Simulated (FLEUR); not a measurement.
# FLEUR run on Au (Fm-3m, 1 atom in the cell): self-consistent single point

Level of theory: FLEUR with PBEsol, all-electron FLAPW (FLEUR), scalar-relativistic valence.

This input was run:

Input of the input generator:

```
Au crystal
&input film=f /
-0.0000000000 0.7071067812 0.7071067812
0.7071067812 -0.0000000000 0.7071067812
0.7071067812 0.7071067812 -0.0000000000
5.4354961268
1.0 1.0 1.0

1
79 0.0000000000 0.0000000000 0.0000000000

&comp jspins=1 /
&exco xctyp='PBEs' /
&kpt div1=10 div2=10 div3=10 gamma=t /
&end /
```

```xml
<?xml version="1.0" encoding="UTF-8" standalone="no"?>
<fleurInput fleurInputVersion="0.39">
   <comment>
      Au crystal                                                                                          
   </comment>
   <calculationSetup>
      <cutoffs Kmax="4.0" Gmax="16.0" GmaxXC="16.0" numbands="0"/>
      <scfLoop itmax="60" minDistance="0.00001" maxIterBroyd="15" imix="Anderson" alpha="0.05" precondParam="0.0" spinf="2.0"/>
      <coreElectrons ctail="T" frcor="F" kcrel="0" coretail_lmax="0"/>
      <xcFunctional name="PBEs" relativisticCorrections="F"/>
      <magnetism jspins="1"/>
      <soc l_soc="F" theta="0.0" phi="0.0" spav="F"/>
      <expertModes spex="0" secvar="F"/>
      <geometryOptimization l_f="T" forcealpha="1.0" forcemix="BFGS" epsdisp="0.00001" epsforce="0.00001"/>
      <ldaU l_linMix="F" mixParam="0.05" spinf="1.0"/>
   </calculationSetup>
   <cell>
      <bzIntegration valenceElectrons="17.0" mode="hist" fermiSmearingEnergy="0.00367493">
         <kPointListSelection listName="default-1"/>
         <!-- k-points included here -->
         <xi:include xmlns:xi="http://www.w3.org/2001/XInclude" href="kpts.xml"> </xi:include>
      </bzIntegration>
      <!-- symmetry operations included here -->
      <xi:include xmlns:xi="http://www.w3.org/2001/XInclude" href="sym.xml"> </xi:include>
      <bulkLattice scale="1.0">
         <bravaisMatrix>
            <row-1>    0.0000000000000000     3.8434761704466154     3.8434761704466154</row-1>
            <row-2>    3.8434761704466154     0.0000000000000000     3.8434761704466154</row-2>
            <row-3>    3.8434761704466154     3.8434761704466154     0.0000000000000000</row-3>
         </bravaisMatrix>
      </bulkLattice>
   </cell>
   <atomSpecies>
      <species name="Gold (Au)" element="Au" atomicNumber="79">
         <mtSphere radius="2.54" gridPoints="877" logIncrement="0.015"/>
         <atomicCutoffs lmax="10" lnonsphr="8"/>
         <electronConfig flipSpins="F">
            <coreConfig>(1s1/2) (2s1/2) (2p1/2) (2p3/2) (3s1/2) (3p1/2) (3p3/2) (4s1/2) (3d3/2) (3d5/2) (4p1/2) (4p3/2) (5s1/2) (4d3/2) (4d5/2) (4f5/2) (4f7/2)</coreConfig>
            <valenceConfig>(5p1/2) (5p3/2) (6s1/2) (5d3/2) (5d5/2)</valenceConfig>
            <stateOccupation state="(6s1/2)" spinUp="0.5" spinDown="0.5"/>
         </electronConfig>
         <energyParameters s="6" p="6" d="5" f="5"/>
         <lo type="SCLO" l="1" n="5" eDeriv="0"/>
         <lo type="HELO" l="2" n="6" eDeriv="0"/>
      </species>
   </atomSpecies>
   <atomGroups>
      <atomGroup species="Gold (Au)">
         <relPos label="                   1">.0000000000 .0000000000 .0000000000</relPos>
         <force calculate="T" relaxXYZ="TTT"/>
      </atomGroup>
   </atomGroups>
   <output dos="F" band="F" slice="F">
      <checks vchk="F" cdinf="F"/>
      <bandDOS minEnergy="-.5*Htr" maxEnergy="0.5*Htr" sigma="0.015" storeEVData="T"/>
      <vacuumDOS vacdos="F" integ="F" star="F" nstars="0" locx1="0.0" locy1="0.0" locx2="0.0" locy2="0.0" nstm="0" tworkf="0.0"/>
      <unfoldingBand unfoldBand="F" supercellX="1" supercellY="1" supercellZ="1"/>
      <plotting iplot="0" polar="F">
         <plot TwoD="T" vec1="  1.0  0.0  0.0" vec2="  0.0  1.0  0.0" vec3="  0.0  0.0  1.0" zero="  0.0  0.0  0.0" file="plot"/>
      </plotting>
      <chargeDensitySlicing numkpt="0" minEigenval="0.0" maxEigenval="0.0" nnne="0" pallst="F"/>
      <specialOutput eonly="F"/>
      <magneticCircularDichroism mcd="F" energyLo="-10.0" energyUp="0.0"/>
   </output>
  <!-- We include the file relax.xml here to enable relaxations (see documentation) -->
  <xi:include xmlns:xi="http://www.w3.org/2001/XInclude" href="relax.xml"> <xi:fallback/> </xi:include>
</fleurInput>
```

The program printed (abridged):

```
      Welcome to FLEUR        (www.flapw.de)
      MaX-Release 8.1          (www.max-centre.eu)

 ========== k-point set info ==========
 Selected k-point list: default-1
 k-point list type: mesh
 10 x 10 x 10
 Number of k points: 47

 ------------Calculation Setup---------------------------
 Number of basis functions:          140
 Iteration:     1   Distance:      16.74806018 me/bohr^3
 Iteration:     2   Distance:      14.94885149 me/bohr^3
 Iteration:     3   Distance:       6.51918166 me/bohr^3
 Iteration:     4   Distance:       2.11396505 me/bohr^3
 Iteration:     5   Distance:       1.77297713 me/bohr^3
 Iteration:     6   Distance:       0.12503539 me/bohr^3
   [... 2 lines left out ...]
 Iteration:     9   Distance:       0.00334521 me/bohr^3
 Iteration:    10   Distance:       0.00134689 me/bohr^3
 Iteration:    11   Distance:       0.00004678 me/bohr^3
 Iteration:    12   Distance:       0.00005763 me/bohr^3
 Iteration:    13   Distance:       0.00000202 me/bohr^3

 Run finished successfully
 Stop message:
   Structural relaxation: Done

[file out, last iteration]
             iter=     14
          p o t e n t i a l   g e n e r a t o r
[...]
          integral of pseudo charge density inside the slab=        0.000000   0.000000
     coulomb potential in the interstitial region:
          density-coulomb potential integrals
          total density-coulomb potenti   -33108.9534920320
          density-effective potential integrals for spin  1
          total density-effective poten   -3.3583492625E+04
          charge density-energy density integrals
          total charge density-energy d   -3.6023200789E+02
 Updated energy parameters for spin:           1
  Atom    1 6s branch from -3.45 to  1.42 htr. ; e_l =  0.2590
  Atom    1 6p branch from -1.64 to  2.32 htr. ; e_l =  0.4384
  Atom    1 5d branch from-11.42 to  0.48 htr. ; e_l =  0.2950
  Atom    1 5f branch from -2.46 to  2.51 htr. ; e_l =  0.7353
  Atom    1 5p branch from-19.49 to -1.64 htr. ; e_l(l -1.7059
  Atom    1-6d branch from  2.91 to  2.91 htr. ; e_l(l  2.9061
[...]
 fermi energy and band-weighting factors:
at   0.00000   0.00000   0.00000   k-weight:    0.001000
   14 eigenvalues :
   -1.655470   -1.655470   -1.655470    0.063040    0.257828    0.257828    0.257828    0.315425
    0.315425    0.962141    1.112176    1.112176    1.112176    1.295027
   [... 2 blocks of this kind left out ...]

[...]
FERMIE:
          first approx. to ef    (T=0)  :   0.433218 htr   (energy of the highest occ. eigenvalue)
          number of occ. states  (T=0)  :        404
          first approx. to seigv (T=0)  :  -6.921078 htr
          sum of weights of occ. states :   8.517000
          sum of semicore charge        :   0.000000 e
FERHIS:  Fermi-Energy by histogram:
          bandgap                     :   0.002550 htr
          charge neutrality (T=0)     :   0.034000    (zero if the highest occ. eigenvalue is "entirely" occupied)
     EF_NEWTON:  Adjust Fermi-Energy by Newton-Method.
               Number of iterations needed  :   4
               The error in the weight is   : -0.75018E-12
               The error in ef is           :  0.97220E-13 htr
     -->  new fermi energy            :   0.431718 htr
          valence charge              :  17.000000 e
          actual charge blw ef-8kt    :  16.746000 e
          actual charge blw ef+8kt    :  17.000000 e
          number of occ. states       :       407
          sum of the valence weights  :    8.500000
          entropy         :   0.178124 *kb htr/K =   0.00000 htr/K
          sum of val. single particle energies:        -6.9354969211 htr
 Direct bandgap for spin            1 :    7.1893009110991613E-002  Htr
 at k-point           11  with k-vector    0.0000000000000000       0.10000000000000001       0.50000000000000000
          valence density: spin= 1
[...]
     l-like charge
     atom     s        p        d        f        total
 -->  1    0.52156  6.33586  8.67731  0.03966   15.58642
          total charge for spin  1=   17.000000
          interst. charge =       1.413582
          mt charge=             15.586418
          total charge  =   17.000000
          z= 79.     r(1)=  0.499119E-05     dx= 0.015000     m.t.index= 877
               n    l     j    energy       weight
               1.   0.   0.5-2962.5541      2.0000
               2.   0.   0.5 -521.8839      2.0000
               2.   1.   0.5 -500.4063      2.0000
   [... 14 lines left out ...]
          atom type    1  (spin 1)
          kinetic energy=  0.216967023967E+05     sum of the eigenvalues= -0.116961261702E+05
          0.00053405  electrons lost from core.
          total charge for spin  1=   79.000000
          interst. charge =       1.414104
          mt charge=             77.585896
          total charge  =   79.000000
          zc=    79.000000     qfix=    1.000000
     t o t a l  e n e r g y
          sum of eigenvalues =            -11703.0616670726
          density-coulomb potential int   -33108.9534920320
          density-effective potential i   -33583.4926246478
          charge density-ex.-corr.energ     -360.2320078857
          el.-nucl. inter. diff. m.t.      23969.2031905982
          Madelung term for atom type:       -39.1838604778
 ---->    total energy=                   -19042.6648474026 htr
 ---->    (input%tkb*entropy) TS=              0.0006545922 htr
 ---->    free energy=                    -19042.6655019948 htr
      extrapolation for T->0
 ---->    total electron energy=          -19042.6651746987 htr
 ***** TOTAL FORCES ON ATOMS *****
 TOTAL FORCE FOR ATOM TYPE=  1  X=  0.000   Y=  0.000   Z=  0.000
                       FX_TOT= 0.000000 FY_TOT= 0.000000 FZ_TOT= 0.000000
 Structural relaxation: Done
```

The run converged in 13 iterations. FLEUR gives forces in its relaxation mode, with a further iteration, so its stop message speaks of a relaxation.

The starting cell has typed, rounded lattice constants, without a prior relaxation at this level. Its lattice was rescaled by up to half a per cent. Spin-orbit coupling is off. Values depend on the basis (sphere radii, cutoffs, local orbitals), which need not be converged. The log's line on a gap gives a spacing of levels on this mesh, which the program prints for metals too.
